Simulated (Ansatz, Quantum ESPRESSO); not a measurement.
## Code comparison for AlFeF₅ (P1, 7 atoms in the cell)

Self-consistent single point, at a second geometry (atoms moved at random). First geometry:

```yaml
crystal:
  lattice:
    - [-1.77737, 3.08604, 3.72423]
    - [1.77737, -3.08604, 3.72423]
    - [1.77737, 3.08604, -3.72423]
  atoms:
    - { symbol: Al, position: [0.50000, 0.50000, 0.00000] }
    - { symbol: Fe, position: [0.00000, 0.00000, 0.00000], spin: 4.0 }
    - { symbol: F, position: [0.79410, 0.50000, 0.29410] }
    - { symbol: F, position: [0.20590, 0.50000, 0.70590] }
    - { symbol: F, position: [0.25957, 0.25957, 0.00000] }
    - { symbol: F, position: [0.74043, 0.74043, 0.00000] }
    - { symbol: F, position: [0.50000, 0.00000, 0.50000] }
```
(The spins are starting values, not results.)

Second geometry:
```xyz
7
Lattice="-1.7774 3.0860 3.7242 1.7774 -3.0860 3.7242 1.7774 3.0860 -3.7242" Properties=species:S:1:pos:R:3 pbc="T T T"
Al    -0.0410     0.0213     3.6716
Fe    -0.0088    -0.0306     0.0047
F      0.0484     1.8012     3.7861
F      1.7413     1.3243     0.0043
F      0.0558     0.0130     1.8910
F      0.0025    -0.0368     5.4961
F     -0.0208     3.0797     0.0431
```
Moments meant for the start (each program seeds them in its own way; μB, in the order of the atoms Al Fe F F F F F): 0.0 4.0 0.0 0.0 0.0 0.0 0.0.

Shared settings, as Ansatz (a first-principles code) writes them: kpoints.mp_grid.grid = 4 4 4; scf.occupations.method = fermi_dirac; scf.occupations.width = 0.05 eV. Potentials and cutoffs stand in the table.

| code | model | ΔF from the first geometry (meV/atom) | pressure (GPa) | largest force (eV/Å) | size of the net moment (μB/atom) | cutoff |
|---|---|---|---|---|---|---|
| Ansatz | PBEsol, PAW files made with PBE | 16.5 | 1.29 | 0.967 | 0.57 | 420 eV |
| Quantum ESPRESSO | PBEsol, GBRV 1.5 ultrasoft (PBESOL) pseudopotentials | 17.0 | 2.01 | 0.973 | 0.57 | 50 Ry |

Size of the force on each atom (eV/Å): Sizes of forces hide their directions.

| code | Al1 | Fe2 | F3 | F4 | F5 | F6 | F7 |
|---|---|---|---|---|---|---|---|
| Ansatz | 0.967 | 0.958 | 0.601 | 0.861 | 0.368 | 0.747 | 0.455 |
| Quantum ESPRESSO | 0.973 | 0.951 | 0.655 | 0.937 | 0.322 | 0.791 | 0.456 |

On Ansatz's run: with one magnetic atom in the cell only a parallel order is possible.

The spread over the programs that give each value: ΔF from the first geometry within 0.5 meV/atom; pressure within 0.72 GPa; largest force within 0.006 eV/Å; size of the net moment within 0.00 μB/atom.

Ansatz's pressure is given at a fixed set of plane waves, as the other plane-wave codes print theirs; with its correction for the finite basis it is 1.74 GPa (the shift of 0.45 GPa shows how far the cutoff is from converged).

The shared mesh is coarse (it stands for a supercell whose shortest vector is 14 Å), so the values are not converged in it.

The starting cell comes from a database of computed structures (which also holds hypothetical and non-ambient phases and stackings), without a prior relaxation at this level. For this run, on top of that: atoms moved at random.

Keys are those of Ansatz 0.2.
